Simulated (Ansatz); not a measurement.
# Fermi-surface data of ScH₃ (Fm-3m)

```
CELL_PARAMETERS angstrom
     -1.66343     1.66343     2.35271
      1.66343    -1.66343     2.35271
      1.66343     1.66343    -2.35271
ATOMIC_POSITIONS crystal
  Sc 0.00000 0.00000 0.00000
  H  0.75000 0.25000 0.50000
  H  0.25000 0.75000 0.50000
  H  0.50000 0.50000 0.00000
```

Level of theory: PBEsol, rigid bands (plane waves, PAW, scalar-relativistic; Ansatz, a quantum-chemistry and plane-wave program). How the cell was made: cell and atoms relaxed with PBEsol.

The density of states at the Fermi level is 0.869 states/(eV·cell), both spins and the bare Sommerfeld coefficient is 0.51 mJ/(mol of atoms·K²). The drude plasma energy comes out as 2.9 eV, the root-mean-square Fermi velocity is 3.1e5 m/s and the resistivity times τ comes out as 60 ×10⁻²² Ω·m·s.

A metal at this level (no band gap); rigid bands, thermally averaged at 300 K, both spins. Spin-orbit coupling is left out. τ is one relaxation time for all states.

Computed structure with no diffraction record at hand here (it may be known, metastable or hypothetical): ScH3 (Fm-3m).
